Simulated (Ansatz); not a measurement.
Consider Sc in the hcp (Mg type) structure (space group P6_3/mmc, No. 194).

Sc is modelled in the hexagonal space group P6₃/mmc (No. 194), the hcp (Mg type) structure, Pearson symbol hP2. Lattice parameters: a = 3.331 Å, b = 3.331 Å, c = 5.194 Å, α = 90.00°, β = 90.00°, γ = 120.00°. Sc on 2d has 12 Sc at 3.232–3.331 Å (anticuboctahedral). (Neighbours: up to the widest gap in distance over summed covalent radii, below 1.35, at either atom.)

Computed with Ansatz (a program for electronic structure), r2SCAN, PAW, cutoff 500 eV, no spin-orbit coupling, earlier PAW set.

Before the change:

Lattice parameter a: 3.331 Å

One thing is altered: full substitution Sc → Hf, then cell and atoms are relaxed.

Tabulated Pauling electronegativity and covalent radius: Sc 1.36, 1.70 Å; Hf 1.30, 1.75 Å.

Predict the new lattice parameter a.

The lattice parameter a drops by 0.133 Å (3.331 Å → 3.198 Å).

Whether these cells are dynamically stable was not tested. The final runs are not spin-polarised.
